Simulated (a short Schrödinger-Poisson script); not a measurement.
Stack: MOS inversion layer, SiO2 on p-type Si(100), at 300 K.

From the gate side: 1.5 nm SiO2; 240 nm Si, acceptors 3.2e18 cm⁻³.

Constants are typed, rounded textbook-type inputs, not results; the design itself was drawn at random and stands for no fabricated device. SiO2: permittivity 3.9, conduction-band edge (eV) 3.15, gap (eV) 9, electron mass (mₑ) 0.5. Si: permittivity 11.7, conduction-band edge (eV) 0, gap (eV) 1.124, Nv at 300 K (cm⁻³) 3.1e19.

Channel valleys (confinement mass, in-plane density-of-states mass, number): Δ2 0.916, 0.19, 2; Δ4 0.19, 0.417, 4. At the gate the conduction-band edge of layer 1 lies 3.52 eV − eVg above the Fermi level of the channel; the field vanishes at the back. Gaps are held at their typed values at every temperature. Mesh 0.03 nm at interfaces.

From a short Schrödinger-Poisson script (our own, NumPy): 1D Poisson equation in equilibrium, electrons quantum, Hartree (BenDaniel-Duke, 12 states a valley, the channel's in-plane mass for all, wave functions free to enter the dielectric), parabolic valleys, classical holes, full ionisation, no traps, pinning or gate leakage.

```csv
Vg (V),electrons (cm⁻²),C (μF/cm²),Δ2 E0 (meV from the Fermi level),Δ4 E0 (meV from the Fermi level)
0.8,3.81e9,0.432,184.7,269.4
0.85,1.64e10,0.471,146.7,232.4
0.9,6.53e10,0.619,110.7,197.6
0.95,2.07e11,0.918,80.5,168.4
1,4.75e11,1.22,58.2,147.0
1.05,8.46e11,1.43,42.2,132.1
1.1,1.28e12,1.55,30.3,121.1
1.15,1.76e12,1.63,20.8,112.6
1.2,2.26e12,1.69,12.9,105.7
1.25,2.78e12,1.73,6.1,99.9
1.3,3.31e12,1.76,0.1,94.8
1.35,3.86e12,1.78,-5.4,90.3
1.4,4.41e12,1.80,-10.4,86.2
1.45,4.97e12,1.82,-15.1,82.5
1.5,5.53e12,1.83,-19.4,79.0
```

Gate voltages with under 1e9 electrons/cm² are left out.

### Question
At Vg = 1.5 V the lowest Δ2 subband lies at -19.4 meV from the Fermi level. How many electrons does it hold, and what share of all?

### Answer
The two-dimensional density of states is g m/(πħ²) = 1.59e11 cm⁻² meV⁻¹ (both spins), kT = 25.9 meV, so n = D kT ln(1 + exp(−E/kT)) = 4.67e12 cm⁻², 0.84 of the 5.53e12 cm⁻² in all.

### Question
Compare the slope of the sheet density between 1.4 and 1.5 V with the geometric capacitance of the layers between gate and channel.

### Answer
q Δn/ΔV = 1.79 μF/cm²; ε0/Σ(t/ε) = 2.30 μF/cm². The ratio is 0.78: the channel acts as a further capacitance in series.
